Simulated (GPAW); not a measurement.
Worked example: self-consistent single point of KAlH3 (Pm-3m, 5 atoms in the cell) in GPAW.

Level of theory: PBEsol, GPAW PAW datasets PBEsol (made by gpaw-setup) (plane waves; GPAW).

```xyz
5
Lattice="3.9817 0.0000 0.0000 0.0000 3.9817 0.0000 0.0000 0.0000 3.9817" Properties=species:S:1:pos:R:3 pbc="T T T"
K      1.9908     1.9908     1.9908
Al     0.0000     0.0000     0.0000
H      0.0000     1.9908     0.0000
H      1.9908     0.0000     0.0000
H      0.0000     0.0000     1.9908
```

Reference input (self-consistent single point, DFT LDA (Perdew-Wang 92), plane waves, GPAW PAW datasets LDA (gpaw-data 1.0.1)): mode = pw; ecut = 800 eV; xc = LDA; kpts = 8 8 8; mesh shift (steps) = 0 0 0; occupations.name = fermi-dirac; occupations.width = 0.1 eV; nbands = -11; convergence.density = 1e-05 e/electron; convergence.energy = 1e-05 eV/electron; symmetry.symmorphic = false; symmetry.tolerance = 0.0005. This run's input differs from it in these lines:

```diff
@@ -16,3 +16,3 @@
 calc = GPAW(mode={'name': 'pw', 'ecut': 800},
-            xc='LDA',
+            xc='PBEsol',
             kpts={'size': (8, 8, 8), 'gamma': True},
```

Its files differ too (potentials: GPAW PAW datasets PBEsol (made by gpaw-setup)).

Output (repeated stretches shortened):

```
     iter     time        total  log10-change:
                         energy   eigst   dens
iter:   1 --:--:--   -16.795065
iter:   2 --:--:--   -16.648411   -2.01  -0.93
iter:   3 --:--:--   -15.793032   -1.35  -0.96
iter:   4 --:--:--   -15.786503   -3.61  -1.66
iter:   5 --:--:--   -15.798211   -2.24  -1.67
iter:   6 --:--:--   -15.790345   -4.35  -2.12
iter:   7 --:--:--   -15.788554   -5.09  -2.23
iter:   8 --:--:--   -15.778452   -2.96  -2.26
iter:   9 --:--:--   -15.778225   -4.94  -2.94
iter:  10 --:--:--   -15.778239   -6.12  -3.46
iter:  11 --:--:--   -15.778231c  -5.36  -3.48
iter:  12 --:--:--   -15.778225c  -6.14  -3.69
iter:  13 --:--:--   -15.778225c  -7.79c -4.45
iter:  14 --:--:--   -15.778224c  -7.60c -4.47
iter:  15 --:--:--   -15.778224c  -8.12c -4.66
iter:  16 --:--:--   -15.778224c  -9.67c -5.50c
Converged after 16 iterations.

Dipole moment: (-0.000000, -0.000000, -0.000000) |e|*Ang

Energy contributions relative to reference atoms: (reference = -22987.286524)

Kinetic:         +8.828050
Potential:       -7.945283
External:        +0.000000
XC:             -15.934350
Entropy (-ST):   -0.038360
Local:           -0.707461
SIC:             +0.000000
--------------------------
Free energy:    -15.797404
Extrapolated:   -15.778224

Showing only first 2 kpts
 Kpt  Band  Eigenvalues  Occupancy
  0     5      1.08876    2.00000
  0     6      1.08876    2.00000
  0     7      5.83992    0.00001
  0     8      5.83992    0.00001

  1     5      0.71666    2.00000
  1     6      1.14722    2.00000
  1     7      5.82816    0.00001
  1     8      5.82816    0.00001

Fermi level: 4.58953

No gap
   [... lines left out ...]
Energy (eV): -15.778224

Forces in eV/Ang:
  0 K     0.00000    0.00000    0.00000
  1 Al    0.00000    0.00000    0.00000
  2 H    -0.00000    0.00000    0.00000
  3 H     0.00000   -0.00000   -0.00000
  4 H     0.00000    0.00000    0.00000

Stress tensor:
     0.007879    -0.000000     0.000000
    -0.000000     0.007879     0.000000
     0.000000     0.000000     0.007879
Stress (GPa, Voigt): [ 1.2624  1.2624  1.2624  0.      0.     -0.    ]
```

The run converged in 16 iterations. GPAW prints stress with tension positive. Against the reference run the pressure goes from -2.88 to -1.26 GPa.

The starting cell comes from a database of computed structures (which also holds hypothetical and non-ambient phases and stackings), without a prior relaxation at this level.
